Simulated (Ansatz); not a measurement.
Cu, pressure series

Take Cu in the fcc (Cu type) structure (space group Fm-3m, No. 225) as the base.

```yaml
crystal:
  lattice:
    - [0.00000, 1.78838, 1.78838]
    - [1.78838, 0.00000, 1.78838]
    - [1.78838, 1.78838, 0.00000]
  atoms:
    - { symbol: Cu, position: [0.00000, 0.00000, 0.00000] }
```

Cell and atoms are relaxed at each pressure.

All numbers come from Ansatz (a quantum-chemistry and plane-wave program), r2SCAN, PAW, cutoff 500 eV, no spin-orbit coupling.

Notes on the quantities. enthalpy: H = E + PV relative to the base's energy.

```csv
change,density,enthalpy
base,9.22 g/cm³,–
pressure −2 GPa,?,-0.14 eV/atom
pressure −1 GPa,9.17 g/cm³,-0.07 eV/atom
pressure 0.9 GPa,9.27 g/cm³,+0.06 eV/atom
pressure 2.1 GPa,9.34 g/cm³,+0.15 eV/atom
pressure 4.5 GPa,9.46 g/cm³,+0.32 eV/atom
pressure 9 GPa,9.68 g/cm³,+0.63 eV/atom
pressure 15 GPa,?,+1.03 eV/atom
pressure 22.5 GPa,10.25 g/cm³,+1.52 eV/atom
pressure 30 GPa,10.52 g/cm³,+1.99 eV/atom
```

Task: Some entries are withheld; estimate them.

Result: 
- pressure −2 GPa, density: 9.11 g/cm³
- pressure 15 GPa, density: 9.95 g/cm³

Load acts through the strain it causes; cell and atoms are relaxed under it. Whether these cells are dynamically stable was not tested. Competing high-pressure phases were not computed. All final runs are without spin polarisation.
